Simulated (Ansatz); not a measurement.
Consider the following.

```xyz
2
Lattice="0.0000 2.4479 2.4479 2.4479 0.0000 2.4479 2.4479 2.4479 0.0000" Properties=species:S:1:pos:R:3 pbc="T T T"
Y      0.0000     0.0000     0.0000
N      2.4479     2.4479     2.4479
```

All values below come from r2SCAN with spin-orbit coupling, rigid bands (plane waves, PAW; Ansatz, a program for electronic structure). How the cell was made: cell and atoms relaxed with r2SCAN.

Question: What conductivity effective mass do dilute holes have at 300 K?

Answer: 0.59 mₑ.

Question: What conductivity effective mass do dilute electrons have at 300 K?

Answer: 0.23 mₑ.

Question: And the band gap?

Answer: 0.56 eV at this level; semilocal functionals usually fall short of the measured gap.

Rigid bands, one relaxation time for all states, no polarons.
